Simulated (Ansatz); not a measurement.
# IrB2 (model structure, P6₃/mmc, No. 194, 6 atoms in the cell)

These are r²SCAN (Ansatz, an electronic-structure program, plane waves, PAW) values and carry that method's errors.

Settings: plane-wave cutoff 560 eV, 24×24×8 k mesh (along the axes of the cell as run), Fermi–Dirac smearing 0.05 eV, no spin polarisation, scalar-relativistic PAW data made under PBE.

Cell (relaxed at this level):

```cif
data_B4Ir2
_chemical_formula_sum 'Ir2 B4'
_space_group_name_H-M_alt 'P 1'
_space_group_IT_number 1
_cell_length_a 3.06125
_cell_length_b 3.06125
_cell_length_c 7.02056
_cell_angle_alpha 90.000
_cell_angle_beta 90.000
_cell_angle_gamma 120.000
loop_
_space_group_symop_operation_xyz
  'x, y, z'
loop_
_atom_site_label
_atom_site_type_symbol
_atom_site_fract_x
_atom_site_fract_y
_atom_site_fract_z
_atom_site_occupancy
Ir1 Ir 0.66667 0.33333 0.75000 1
Ir2 Ir 0.33333 0.66667 0.25000 1
B1 B 0.66667 0.33333 0.44042 1
B2 B 0.33333 0.66667 0.55958 1
B3 B 0.33333 0.66667 0.94042 1
B4 B 0.66667 0.33333 0.05958 1
```

* **bulk modulus**: 272 GPa

Note: the run has no spin polarisation, so it can have missed a magnetic state; the bulk modulus is −V dP/dV from two relaxed cells at ±2 % in volume; the relaxation could raise the start's symmetry but not lower it, so the cell can be a saddle point.

Spin–orbit coupling is not included; it can open a gap where bands touch, and shift volumes and moduli.

Computed values are for the static lattice.

It cost roughly 4 core-minutes of CPU time.

A model structure was made by putting elements into a prototype or built by hand; it is no filed structure, need not be a known phase, and can be a saddle point held by its symmetry.
